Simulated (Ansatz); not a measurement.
What pressure 7.5 GPa does to Zr3N4

Take Zr3N4 (space group I-43d, No. 220; a = 6.703 Å) as the base.

One thing is altered: cell and atoms relaxed at a pressure of 7.5 GPa.

Calculations: PBEsol, PAW, 420 eV (Ansatz, a first-principles code; no spin-orbit coupling). Γ-centred 6×6×6 mesh, Fermi–Dirac width 0.05 eV.

| quantity | base | changed | shift |
|---|---|---|---|
| volume per atom | 10.75 Å³ | 10.46 Å³ | -0.297 Å³ |
| density | 7.27 g/cm³ | 7.48 g/cm³ | +0.21 g/cm³ |
| lattice parameter a | 6.703 Å | 6.640 Å | -0.0622 Å |
| shortest interatomic distance | 2.232 Å | 2.224 Å | -0.008 Å |
| enthalpy H = E + PV relative to the base's energy | – | +0.50 eV/atom | – |
| band gap (an upper bound: an edge found on the path is not a true extremum; the changed cell) | 0.75 eV | 0.83 eV | +0.08 eV |

Final structure:

```
CELL_PARAMETERS angstrom
     -3.32022     3.32022     3.32022
      3.32022    -3.32022     3.32022
      3.32022     3.32022    -3.32022
ATOMIC_POSITIONS crystal
  Zr 0.87500 0.12500 0.75000
  Zr 0.62500 0.37500 0.25000
  Zr 0.75000 0.87500 0.12500
  Zr 0.25000 0.62500 0.37500
  Zr 0.12500 0.75000 0.87500
  Zr 0.37500 0.25000 0.62500
  N  0.64552 0.64552 0.64552
  N  0.35448 0.50000 0.00000
  N  0.50000 0.00000 0.85448
  N  0.00000 0.35448 0.50000
  N  0.85448 0.50000 0.00000
  N  0.14552 0.14552 0.14552
  N  0.00000 0.85448 0.50000
  N  0.50000 0.00000 0.35448
```

Load acts through the strain it causes; cell and atoms are relaxed under it. No phonon test of stability was made. No other phases were tried under pressure.
